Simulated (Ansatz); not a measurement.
## Sn2S3 (Pnma, No. 62): band gap by level of theory

No measured value is used here.

```tsv
level (code)	value (eV)	cell (Å³/atom)
LDA (Ansatz)	0.59	23.34
PBEsol (Ansatz)	0.63	23.34
r²SCAN (Ansatz)	0.88	23.34
r²SCAN-D4 (Ansatz)	0.94	24.27
r²SCAN+rVV10 (Ansatz)	0.82	23.75
HSE06 (Ansatz)	1.51	24.89
```

Computed values are for a static lattice. Levels without +SOC have no spin–orbit coupling; where heavier elements are present it shifts gaps, mostly down, and can invert bands.  r²SCAN-D4, r²SCAN+rVV10, HSE06: the gap is read on the k mesh or supercell of the run alone and can be too large. r²SCAN-D4, r²SCAN+rVV10: the relaxation could not lower the start's symmetry, so the cell can be a saddle point above a distorted one. Values are at a fixed cell, not relaxed at this level and not confirmed as the measured one; r²SCAN-D4 at the level's own relaxed cell; r²SCAN+rVV10 at the level's own relaxed cell; HSE06 at the r²SCAN cell. Cutoffs and k meshes differ between the levels. Ansatz's density-functional and Hartree–Fock values are scalar-relativistic unless marked +SOC, with PAW data made under PBE.

Ansatz is a first-principles code.
